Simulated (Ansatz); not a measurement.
**CaZrN₂ (model structure, started from the beta NaFeO2 type, Pna2₁, No. 33, 16 atoms in the cell)**

All values below come from r²SCAN (Ansatz, a first-principles code, plane waves, PAW).

Run with plane-wave cutoff 560 eV, 6×4×8 k mesh (along the axes of the cell as run), Fermi–Dirac smearing 0.01 eV, scalar-relativistic PAW data made under PBE.

Cell (relaxed with PBEsol):

```
CaZrN2
1.0
    6.49259     0.00000     0.00000
    0.00000     8.06549     0.00000
    0.00000     0.00000     4.66059
Ca Zr N
4 4 8
Direct
  0.07444   0.61914   0.94289
  0.92556   0.38086   0.44289
  0.57444   0.88086   0.94289
  0.42556   0.11914   0.44289
  0.06953   0.12691   0.95021
  0.93047   0.87309   0.45021
  0.56953   0.37309   0.95021
  0.43047   0.62691   0.45021
  0.06461   0.10772   0.42810
  0.93539   0.89228   0.92810
  0.56461   0.39228   0.42810
  0.43539   0.60772   0.92810
  0.10624   0.65377   0.43880
  0.89376   0.34623   0.93880
  0.60624   0.84623   0.43880
  0.39376   0.15377   0.93880
```

| Item | Result |
|---|---|
| band gap | 1.54 eV |

Note: the relaxation could raise the start's symmetry but not lower it, so the cell can be a saddle point; cell and atoms aren't relaxed at this level (largest force component 0.06 eV/Å, pressure 3.0 GPa).

Spin–orbit coupling is not included.

The computed numbers hold no vibrational or temperature effects.

It cost around 7 core-minutes (rough) of CPU time.

A model structure was made by putting elements into a prototype or built by hand; it is no filed structure, need not be a known phase, and can be a saddle point held by its symmetry.
